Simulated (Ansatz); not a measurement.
## silicon: the defect O interstitial started at a bond centre + B on the Si site (second shell)

Calculation: PBE, PAW (plane waves to 420 eV; Ansatz, an electronic-structure program). The supercell holds 64 host sites (2×2×2 repeats of the unit cell), with a 2×2×2 shifted k-point sampling for the final energies. Sites at the start: bond centre of Si and Si, 2.37 Å; Si 2.73 Å away. Energies of charged states are corrected for periodic images (point charge plus alignment at distant sites). Dielectric constants: PBE linear response of the host. Host gap at this level: 0.61 eV. These values are not converged in cell size to better than tenths of an eV. Levels are measured in PBE's own, too narrow, gap. Spin–orbit coupling is left out. Each state is the lowest found from its start.

```csv
charge,moment (μB),point group,largest move off a lattice site (Å),image correction with alignment (eV)
+1†,not spin-polarised,–,0.55,0.00
0†,quenched,–,0.55,0.00
−1,not spin-polarised,C1,0.55,0.15
```

† Not settled in this cell, so no level is given: charge +1: a level filled in part, carriers not clearly localised, level within 0.1 eV of a band edge or past it; charge 0: a level filled in part, carriers not clearly localised, level within 0.1 eV of a band edge or past it.

Point groups are those of the whole cell at tolerances of 0.03 and 0.1 Å ("near" where only the looser one holds); none is given for unsettled states.

Starting moments that weren't kept: charge 0 began with 1 μB and ended with 0.0.
